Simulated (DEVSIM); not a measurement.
abrupt Ge n-p junction

Device: abrupt Ge n-p junction, at 300 K.

```tsv
layer (left to right)	material	thickness (μm)	Nd (cm⁻³)	Na (cm⁻³)	τn (s)	τp (s)
1	Ge	0.240	5e17	-	2.9e-5	2.9e-5
2	Ge	15.0	-	3.2e15	2.9e-5	2.9e-5
```

Left contact: ohmic. Right contact: ohmic. Voltage is applied to the left contact. Recombination: SRH at mid-gap, Auger. Mobility is constant in doping.

Constants are typed, rounded textbook-type inputs, not results; the design itself was drawn at random and stands for no fabricated device. Values at 300 K.

| parameter | Ge |
|---|---|
| gap (eV) | 0.664 |
| affinity (eV) | 4 |
| permittivity | 16 |
| Nc (cm⁻³) | 1.04e19 |
| Nv (cm⁻³) | 6e18 |
| μn (cm²/Vs) | 3900 |
| μp (cm²/Vs) | 1900 |
| Cn (cm⁶/s) | 1e-31 |
| Cp (cm⁶/s) | 1e-31 |

DEVSIM, 1D drift-diffusion, Boltzmann statistics, complete ionisation; no tunnelling, impact ionisation, image-force lowering or self-heating.

```yaml
potential_step_across_the_device_at_zero_bias: 0.391 V
largest_field_in_the_device_at_zero_bias: 35000 V/cm
Dark forward voltage at 1 A/cm²: 0.164 V
Dark forward voltage at 100 A/cm²: 0.309 V
```

Dark forward current:

(V (V), J (A/cm²)): (-0.05, -0.011); (-0.10, -0.084); (-0.15, -0.58); (-0.20, -3.8); (-0.25, -21); (-0.30, -83); (-0.35, -230); (-0.40, -470); (-0.45, -840); (-0.50, -1300); (-0.55, -2000); (-0.60, -2700)
